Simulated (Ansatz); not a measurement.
Results of r²SCAN+rVV10 (plane waves, PAW; Ansatz, a first-principles code) for fluorite AuAl2.

Numerical settings: plane-wave cutoff 560 eV, 16×16×16 k mesh, Fermi–Dirac smearing 0.05 eV, scalar-relativistic PAW data made under PBE.

Pressure at four volumes; x = ln(V/17.965 Å³). One pressure is withheld.

```csv
V (Å³/atom),x,P (GPa)
16.887,-0.0619,8.65
17.965,0.0000,0.00
18.684,0.0392,-4.33
19.043,0.0583,?
```

Pass a parabola P(x) through the three rows shown, estimate the bulk modulus and its pressure derivative near zero pressure, and predict the withheld pressure.

Slopes between the rows: (0.00 − (8.65))/(0.0000 − (-0.0619)) = -139.74 and (-4.33 − (0.00))/(0.0392 − (0.0000)) = -110.46 GPa. Their difference over the span 0.1011 is c = 29.28/0.1011 = 289.6 GPa, so P(x) = 8.65 + (-139.74)(x − (-0.0619)) + 289.6 (x − (-0.0619))(x − (0.0000)). At the middle row B = −dP/dx = −[-139.74 + 289.6 × 0.0619] = 121.8 GPa, and B′ = dB/dP = 2c/B = 4.8. At x = 0.0583 the parabola gives -6.12 GPa; the run gives -6.14 GPa. The Birch–Murnaghan fit to the energies at all volumes has B0 = 121 GPa and B′ = 4.7.

Spin–orbit coupling is not included; it can shift volumes and moduli of such heavy elements.
